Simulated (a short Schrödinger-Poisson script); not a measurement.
System: gated Al0.3Ga0.7As/GaAs δ-doped gas, at 77 K.

| layer | material | thickness (nm) | Na (cm⁻³) |
|---|---|---|---|
| 1 | Al0.3Ga0.7As | 10 | - |
| 2 | Al0.3Ga0.7As | 5 | - |
| 3 | GaAs | 6000 | 2e14 |

The device is made up for the run: typed textbook-type constants, with dimensions and the other settings drawn at random. Al0.3Ga0.7As: permittivity 12.05, conduction-band edge (eV) 0.237, gap (eV) 1.798, electron mass (mₑ) 0.0919, Nv at 300 K (cm⁻³) 9e18. GaAs: permittivity 12.9, conduction-band edge (eV) 0, gap (eV) 1.424, Nv at 300 K (cm⁻³) 9e18.

Channel valleys (confinement mass, in-plane density-of-states mass, number): Γ 0.067, 0.067, 1. At the gate the conduction-band edge of layer 1 lies 0.99 eV − eVg above the Fermi level of the channel; the field vanishes at the back. Sheet of ionised δ-doping: +3.9e12 e/cm² at 10 nm from the gate. The barrier under the gate holds no holes. Gaps are held at their typed values at every temperature. Mesh 0.08 nm at interfaces.

Solved with a short Schrödinger-Poisson script written for these runs: 1D Poisson equation in equilibrium, electrons quantum, Hartree (BenDaniel-Duke, 40 states a valley, the channel's in-plane mass for all, wave functions free to enter the barrier), parabolic valleys, classical holes, full ionisation, no traps, pinning or gate leakage.

The same stack at other levels of the model or other numerical settings:

```tsv
run	sheet density of all electrons at Vg = 0.5 V (cm⁻²)	capacitance at Vg = 0.5 V (μF/cm²)	centroid of the channel electrons at Vg = 0.5 V (nm)	gate voltage at 1e11 electrons/cm² (V)	rough cost against the base
base	9.61e11	0.550	6.72	0.23	about 1
electrons treated as classical, Boltzmann	1.24e12	0.679	1.87	0.22	0.04
electrons treated as classical, Fermi-Dirac	1.01e12	0.542	5.38	0.22	0.2
electrons treated as quantum, Hartree plus LDA exchange-correlation	9.98e11	0.559	6.24	0.23	about 1
mesh six times as coarse	9.61e11	0.550	6.69	0.23	0.3
one subband a valley	9.51e11	0.541	5.62	0.23	0.3
```

The classical rows ignore confinement, and Boltzmann statistics overrate the density once the band edge passes the Fermi level.
